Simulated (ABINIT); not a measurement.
```
CELL_PARAMETERS angstrom
     -2.75320     2.75320     5.40529
      2.75320    -2.75320     5.40529
      2.75320     2.75320    -5.40529
ATOMIC_POSITIONS crystal
  Ga 0.50000 0.50000 0.00000
  Cu 0.25000 0.75000 0.50000
  Ge 0.75000 0.25000 0.50000
  Se 0.11400 0.11832 0.47142
  Se 0.88168 0.35310 0.99568
  Se 0.64690 0.64258 0.52858
  Se 0.35742 0.88600 0.00432
```

Level of theory: LDA (PW92), PAW (JTH v2.0 LDA PAW) (plane waves; ABINIT).

The set-up and first iterations of an ABINIT log for GaCuGeSe4 (I-4, 7 atoms in the cell):

```
 Symmetries : space group I-4 (# 82); Bravais tI (body-center tetrag.)

 -outvars: echo values of preprocessed input variables --------
            acell      1.2588665689E+01  1.2588665689E+01  1.2588665689E+01 Bohr
             ecut      3.00000000E+01 Hartree
           enunit           2
              ixc       -1012
         kptrlatt        3    0    0      0    3    0      0    0    3
          kptrlen      3.12167639E+01
            natom           7
            nband          37
            ngfft          64      64      64
          ngfftdg          90      90      90
             nkpt           6
            nstep          60
             nsym           4
           ntypat           4
        pawecutdg      6.00000000E+01 Hartree
         pawxcdev           0
            rprim     -4.1329193400E-01  4.1329193400E-01  8.1140591230E-01
                       4.1329193400E-01 -4.1329193400E-01  8.1140591230E-01
   [... lines left out ...]
                       1.1400000000E-01  1.1832000000E-01  4.7142000000E-01
                       8.8168000000E-01  3.5310000000E-01  9.9568000000E-01
                       6.4690000000E-01  6.4258000000E-01  5.2858000000E-01
                       3.5742000000E-01  8.8600000000E-01  4.3200000000E-03
            znucl       31.00000   29.00000   32.00000   34.00000

== DATASET  1 ==================================================================

 Real(R)+Recip(G) space primitive vectors, cartesian coordinates (Bohr,Bohr^-1):
 R(1)= -5.2027940  5.2027940 10.2145178  G(1)=  0.0000000  0.0961022  0.0489499
 R(2)=  5.2027940 -5.2027940 10.2145178  G(2)=  0.0961022  0.0000000  0.0489499
 R(3)=  5.2027940  5.2027940-10.2145178  G(3)=  0.0961022  0.0961022  0.0000000
 Unit cell volume ucvol=  1.1059898E+03 bohr^3
 Angles (23,13,12)=  1.31176405E+02  1.31176405E+02  7.15329577E+01 degrees

 Coarse grid specifications (used for wave-functions):

 getcut: wavevector=  0.0000  0.0000  0.0000  ngfft=  64  64  64
         ecut(hartree)=     30.000   => boxcut(ratio)=   2.06195

 Fine grid specifications (used for densities):

 getcut: wavevector=  0.0000  0.0000  0.0000  ngfft=  90  90  90
         ecut(hartree)=     60.000   => boxcut(ratio)=   2.05063

   1.40624742E+04                                ecore*ucvol(ha*bohr**3)

_setup2: Arith. and geom. avg. npw (full set) are    8684.556    8684.548
--- !BeginCycle
solver: {iscf: 17, nstep: 60, nline: 4, wfoptalg: 10, }
tolerances: {tolvrs: 1.00E-11, }
...

     iter   Etot(hartree)      deltaE(h)  residm     nres2
 ETOT  1  -408.43682500466    -4.084E+02 3.262E+01 6.667E+01
 ETOT  2  -412.26680777716    -3.830E+00 2.799E-01 1.621E+02
 ETOT  3  -412.00663636764     2.602E-01 1.400E-01 1.311E+01
 ETOT  4  -412.01249149109    -5.855E-03 1.666E-02 1.867E+00
 ETOT  5  -412.01237360038     1.179E-04 7.041E-03 2.382E+00
```

**Question.** Will this run converge, and how will it end?

**Answer.** The run converged in 26 iterations. Convergence of the loop says nothing yet on basis, mesh or lower states. It ends on: free energy E − TS -11211.40 eV; top of the valence band (on the code's own zero) 1.74 eV; gap on the k-point mesh 0.71 eV; pressure -2.74 GPa; largest force (vector length) 0.171 eV/Å. The log goes on:

```
   [... 17 lines left out ...]
 ETOT 23  -412.01121119846     3.752E-12 2.559E-05 1.332E-10
 ETOT 24  -412.01121119845     9.891E-12 4.867E-05 7.410E-11
 ETOT 25  -412.01121119845    -1.648E-12 1.728E-05 2.010E-11
 ETOT 26  -412.01121119846    -1.262E-11 4.159E-05 9.526E-13
 At SCF step   26       nres2   =  9.53E-13 < tolvrs=  1.00E-11 =>converged.

 Cartesian components of stress tensor (hartree/bohr^3)
  sigma(1 1)=  9.25998321E-05  sigma(3 2)=  0.00000000E+00
  sigma(2 2)=  9.25998321E-05  sigma(3 1)=  0.00000000E+00
  sigma(3 3)=  9.39350448E-05  sigma(2 1)=  0.00000000E+00

 ----iterations are completed or convergence reached----

 reduced coordinates (array xred) for    7 atoms
       0.500000000000      0.500000000000      0.000000000000
       0.250000000000      0.750000000000      0.500000000000
       0.750000000000      0.250000000000      0.500000000000
       0.114000000000      0.118320000000      0.471420000000
       0.881680000000      0.353100000000      0.995680000000
       0.646900000000      0.642580000000      0.528580000000
       0.357420000000      0.886000000000      0.004320000000
 cartesian forces (eV/Angstrom) at end:
    1      0.00000000000000     0.00000000000000     0.00000000000000
   [... lines left out ...]
 Fermi (or HOMO) energy (hartree) =   0.06382   Average Vxc (hartree)=  -0.35594
 Fermi (or HOMO) energy (eV) =   1.73653   Average Vxc (eV)=  -9.68565
   [... lines left out ...]
Ewald energy        : -1.95556745424462E+02
psp_core            :  1.27148318153284E+01
local_psp           : -3.50279507465497E+02
total_energy        : -4.12011211234892E+02
total_energy_eV     : -1.12113952235362E+04
...

-Cartesian components of stress tensor (GPa)         [Pressure= -2.7375E+00 GPa]
- sigma(1 1)=  2.72438066E+00  sigma(3 2)=  0.00000000E+00
- sigma(2 2)=  2.72438066E+00  sigma(3 1)=  0.00000000E+00
- sigma(3 3)=  2.76366397E+00  sigma(2 1)=  0.00000000E+00

 Calculation completed.
```

For comparison: a first run (DFT, PBEsol, plane waves, PAW (JTH v2.0 PBE PAW, files made for PBE)) was changed to give this one (pseudos: [Ga.GGA_PBE-JTH.xml, Cu.GGA_PBE-JTH.xml, Ge.GGA_PBE-JTH.xml, Se.GGA_PBE-JTH.xml] → [Ga.LDA_PW-JTH.xml, Cu.LDA_PW-JTH.xml, Ge.LDA_PW-JTH.xml, Se.LDA_PW-JTH.xml]; ixc: -116133 → default; potentials: JTH v2.0 PBE PAW → JTH v2.0 LDA PAW), and from it to this one the pressure goes from -0.70 to -2.74 GPa, the largest force goes from 0.190 to 0.171 eV/Å and the gap on the mesh goes from 0.796 to 0.708 eV.

The starting cell comes from a database of computed structures (which also holds hypothetical and non-ambient phases and stackings), without a prior relaxation at this level.

The run was DFT, LDA (PW92), plane waves, PAW (JTH v2.0 LDA PAW). Main settings of its input:

* **pseudos**: [Ga.LDA_PW-JTH.xml, Cu.LDA_PW-JTH.xml, Ge.LDA_PW-JTH.xml, Se.LDA_PW-JTH.xml]
* **ecut**: 60 Ry
* **pawecutdg**: 120 Ry
* **pawxcdev**: 0
* **occopt**: 1
* **ngkpt**: 3 3 3
* **nshiftk**: 1
* **shiftk**: 0 0 0
* **potentials**: JTH v2.0 LDA PAW
* **nband**: 37
* **kptopt**: 1
* **nstep**: 60
